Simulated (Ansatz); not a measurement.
Results of r²SCAN (Ansatz, a first-principles code, plane waves, PAW) for BN (model structure, started from the MgO type, Pm-3n, No. 223, 12 atoms in the cell).

Numerical settings: plane-wave cutoff 560 eV, 8×8×8 k mesh, Fermi–Dirac smearing 0.01 eV, scalar-relativistic PAW data made under PBE.

The cell is the one relaxed with PBEsol. Conventional cell: a = 4.4194 Å, b = 4.4194 Å, c = 4.4194 Å, α = 90.00°, β = 90.00°, γ = 90.00°.

```
CELL_PARAMETERS angstrom
      4.41936     0.00000     0.00000
      0.00000     4.41936     0.00000
      0.00000     0.00000     4.41936
ATOMIC_POSITIONS crystal
  B  0.25000 0.00000 0.50000
  B  0.75000 0.00000 0.50000
  B  0.50000 0.75000 0.00000
  B  0.50000 0.25000 0.00000
  B  0.00000 0.50000 0.75000
  B  0.00000 0.50000 0.25000
  N  0.25000 0.50000 0.00000
  N  0.75000 0.50000 0.00000
  N  0.00000 0.75000 0.50000
  N  0.00000 0.25000 0.50000
  N  0.50000 0.00000 0.75000
  N  0.50000 0.00000 0.25000
```

### Question
List the 32 lowest band energies at Γ above −25 eV (eV, relative to the valence band maximum), grouping those that round alike.

### Answer
At Γ: -20.82, -18.20 (×2), -15.16 (×3), -10.83 (×2), -10.39, -8.32 (×3), -5.19 (×3), -3.75 (×3), -3.28 (×3), 0.00 (×3), 6.33, 6.55, 6.97 (×3), 7.47 (×3).

Note: the relaxation could raise the start's symmetry but not lower it, so the cell can be a saddle point; cell and atoms aren't relaxed at this level (pressure 0.2 GPa).

A model structure was made by putting elements into a prototype or built by hand; it is no filed structure, need not be a known phase, and can be a saddle point held by its symmetry.
